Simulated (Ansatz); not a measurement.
Consider WSe$_{2}$ in the 2H-MoS2 type structure (space group P6_3/mmc, No. 194; layered, stacked along the Cartesian z axis).

```
WSe2
1.0
    3.29989     0.00000     0.00000
   -1.64994     2.85779     0.00000
    0.00000     0.00000    13.15129
W Se
2 4
Cartesian
  0.00000   1.90519   3.28782
  1.64994   0.95260   9.86347
  0.00000   1.90519   8.19802
  1.64994   0.95260   1.62237
  1.64994   0.95260   4.95328
  0.00000   1.90519  11.52892
```

Cartesian axes are those of the cell as printed.

All numbers come from Ansatz (an electronic-structure program), r2SCAN+rVV10, PAW, cutoff 500 eV, without spin-orbit coupling.

Base values:

| Property | Result |
|---|---|
| Smallest direct gap | 1.61 eV |
| Shortest interatomic distance | 2.531 Å |
| Band gap | 1.12 eV |
| Hole mass | 0.96 mₑ along c, 0.77 mₑ across (at Γ) |

One thing is altered: uniaxial strain ε_zz = +1.28 %, all other strain components held at zero; the atoms relax in the strained cell.

### Question
How does this affect the smallest direct gap?

### Answer
The smallest direct gap increases by 0.01 eV, from 1.61 eV to 1.62 eV.

### Question
How does this affect the shortest interatomic distance?

### Answer
The shortest interatomic distance is still 2.531 Å.

### Question
What does the calculation give for the band gap after the change?

### Answer
The band gap goes up by 0.06 eV to 1.18 eV.

### Question
What happens to the hole mass?

### Answer
The hole mass becomes 0.91 mₑ along z, 0.84 mₑ across (at Γ) (base: 0.96 mₑ along c, 0.77 mₑ across (at Γ)).

Spin-orbit coupling, missing from the scalar runs, can matter with W. Masses are band curvatures over ±0.01 Å⁻¹ around the edge. No phonon test of stability was made.
